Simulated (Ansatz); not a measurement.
System: SiGe (P6₃mc, No. 186, 4 atoms in the cell; start mp-978534). Method: HSE06+SOC in Ansatz (plane waves, PAW).

Numerical settings: plane-wave cutoff 460 eV, 9×9×4 k mesh (along the axes of the cell as run), Fermi–Dirac smearing 0.01 eV, PAW data made under PBE.

Cell (relaxed with PBEsol):

GeSi has the hexagonal space group P6₃mc (No. 186), the wurtzite structure, Pearson symbol hP4. Cell: a = 3.9006 Å, b = 3.9006 Å, c = 6.4433 Å, α = 90.00°, β = 90.00°, γ = 120.00°. Si on 2b has 4 Ge at 2.394–2.410 Å (tetrahedral). Ge on 2b has 4 Si at 2.394–2.410 Å (tetrahedral). (Neighbours: up to the widest gap in distance over summed covalent radii, below 1.35, at either atom.)

Task: Predict the band gap and smallest direct gap on the k points sampled.

Result: 
- band gap = 0.89 eV (indirect)
- smallest direct gap on the k points sampled = 1.03 eV

Note: cell and atoms aren't relaxed at this level (pressure 0.6 GPa).

Static lattice: no zero-point or thermal effects.

It cost very roughly 50 core-minutes of CPU time.

A start named mp-… is a Materials Project structure, which need not be a measured phase.

Ansatz is a first-principles code.
